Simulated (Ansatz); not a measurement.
The parent structure is Cu in the fcc (Cu type) structure (space group Fm-3m, No. 225; a = 3.579 Å; relaxed with 0.1 eV smearing). Axes: x, y, z lie along the cube axes.

The values are results of DFT with r2SCAN, PAW potentials and a 500 eV plane-wave cutoff in Ansatz (an electronic-structure program), spin-orbit coupling left out, earlier PAW set, not measurements.

Strains are applied to the cell and any free atomic positions relax.

One change was made to it. Results:

```tsv
quantity	base	after
energy relative to the base (free energy F)	0 meV/atom	+5.8 meV/atom
shortest interatomic distance	2.531 Å	2.486 Å
pressure (mean of the normal stresses, compression positive)	0.0 GPa	2.8 GPa
```

Task: What was done to the base?
(A) isotropic strain +3.29 %
(B) strain tensor (xx, yy, zz, yz, xz, xy) = (−2.01, +1.18, −0.69, −0.70, +0.21, +1.36) %
(C) strain tensor (xx, yy, zz, yz, xz, xy) = (−1.34, +0.21, +0.53, −0.42, +0.63, +0.27) %
(D) tensor shear ε_xy = −2.05 %
(E) strain tensor (xx, yy, zz, yz, xz, xy) = (+0.48, −0.39, −2.56, −1.41, +0.13, −0.25) %

Result: B, strain tensor (xx, yy, zz, yz, xz, xy) = (−2.01, +1.18, −0.69, −0.70, +0.21, +1.36) %. For comparison, the pressure in the other runs: tensor shear ε_xy = −2.05 % gives 0.3 GPa; strain tensor (xx, yy, zz, yz, xz, xy) = (−1.34, +0.21, +0.53, −0.42, +0.63, +0.27) % gives 1.1 GPa; isotropic strain +3.29 % gives -12.4 GPa; strain tensor (xx, yy, zz, yz, xz, xy) = (+0.48, −0.39, −2.56, −1.41, +0.13, −0.25) % gives 4.5 GPa.

Whether these cells are dynamically stable was not tested. All final runs are without spin polarisation.
